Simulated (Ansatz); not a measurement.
The reference is WSi2 (space group I4/mmm, No. 139; a = 3.212 Å, c = 7.807 Å; relaxed with 0.1 eV smearing). Axes: x, y, z lie along a, b, c of the conventional cell.

All numbers come from Kohn–Sham DFT with the r2SCAN functional, run in Ansatz (a program for electronic structure) with PAW and 500 eV plane waves, no SOC, earlier PAW set.

One thing is altered: tensile biaxial strain of 0.53 % in the plane normal to [001], as in epitaxy on a mismatched substrate; the out-of-plane cell vector and the atoms relax.

What happens to the in-plane stress?

The mean in-plane stress (compression positive) is -2.8 GPa.

Estimate the effect on the out-of-plane strain.

The out-of-plane strain amounts to -0.18 %.

No phonon test of stability was made. All final runs are without spin polarisation.
